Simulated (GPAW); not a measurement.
Band structure of ZrBeB (P-6m2, 3 atoms in the cell).

```
CELL_PARAMETERS angstrom
      3.41327     0.00000     0.00000
     -1.70663     2.95598     0.00000
      0.00000     0.00000     3.49602
ATOMIC_POSITIONS crystal
  Zr 0.00000 0.00000 0.00000
  Be 0.33333 0.66667 0.50000
  B  0.66667 0.33333 0.50000
```

Computed with PBEsol, GPAW PAW datasets PBEsol (made by gpaw-setup) (plane waves; GPAW).

Settings: mode = pw; ecut = 900 eV; xc = PBEsol; kpts = 11 11 9; mesh shift (steps) = 0 0 0; occupations.name = methfessel-paxton; occupations.width = 0.1 eV; occupations.order = 0; nbands = -9; symmetry.symmorphic = false; symmetry.tolerance = 0.0005; maxiter = 100; bandpath_npoints = 40.

The starting cell comes from a database of computed structures (which also holds hypothetical and non-ambient phases and stackings), without a prior relaxation at this level.

Levels in eV from the Fermi level, bands 6 to 12:
```json
[
 {"point": "Γ", "6": "-0.88", "7": "-0.79", "8": "-0.79", "9": "0.63", "10": "4.00", "11": "4.00", "12": "5.56"},
 {"point": "M", "6": "-4.65", "7": "-1.12", "8": "-0.90", "9": "-0.34", "10": "3.27", "11": "4.83", "12": "4.92"},
 {"point": "K", "6": "-4.19", "7": "-3.45", "8": "-0.36", "9": "0.55", "10": "2.71", "11": "3.27", "12": "3.50"},
 {"point": "A", "6": "-4.85", "7": "0.84", "8": "0.84", "9": "1.75", "10": "1.75", "11": "2.18", "12": "2.18"},
 {"point": "L", "6": "-3.27", "7": "-2.30", "8": "-2.18", "9": "-0.32", "10": "5.13", "11": "5.18", "12": "5.74"},
 {"point": "H", "6": "-4.31", "7": "-1.97", "8": "-1.45", "9": "-0.65", "10": "4.96", "11": "6.25", "12": "6.87"}
]
```

Bands cross the Fermi level along this path, so the cell is metallic at this level.
